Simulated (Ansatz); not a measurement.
# CdGeAs2: energy against strain

CdGeAs2 (chalcopyrite, I-42d, 24.962 Å³/atom at rest, c along z) under a strain ε along c (axis z), the other axes held. PBEsol in Ansatz, a plane-wave DFT program (PAW, default set), 420 eV, 8×8×8 Γ-centred mesh, Fermi-Dirac smearing 0.05 eV; ions are relaxed within the symmetry of each cell.

Here s stands for strain and y for E less E0.

| strain (%) | E less E0 (meV/atom) |
|---|---|
| -3.00 | ? |
| -1.50 | 1.42 |
| -0.75 | 0.35 |
| 0.00 | 0.00 |
| 0.75 | 0.35 |
| 1.50 | 1.39 |

Taking a parabola for y over the 5 complete rows: Least squares gives y = -0.001 - 0.0080·s + 0.6248·s². Residuals (row less fit): 0.003, -0.006, 0.001, 0.006, -0.003; standard error 0.007 (degrees of freedom: 2). Twice the quadratic coefficient over the volume, 2 × 0.6248 meV × 10⁴ × 0.1602 / 24.962 Å³, is the elastic constant C33 = 80 ± 0.4 GPa.

Problem. What does the fit predict for y at s = -3.00, and how far is the calculated value from it?

Solution. y = -0.001 - 0.0080 × (-3.00) + 0.6248 × (-3.00)² = 5.646 meV/atom. The calculation gives 5.75 meV/atom, 0.104 meV/atom above the prediction (1.8 % of the range of y in the table). The row lies outside the fitted rows, so this is an extrapolation. From the scatter of the fitted rows alone, a prediction at this place has a standard error of 0.028 meV/atom, so the miss is 3.7 times that.

One order more, fitted to all 9 runs of the series, follows each within 0.01, so the miss is the next term of a smooth law. Rows are the converged runs of the series near zero and its far end; series whose fitted rows scatter by over a few per cent of the range, as at a crossing or softening among them, aren't shown in this form. Most that stay on the fit to the last digits aren't either.
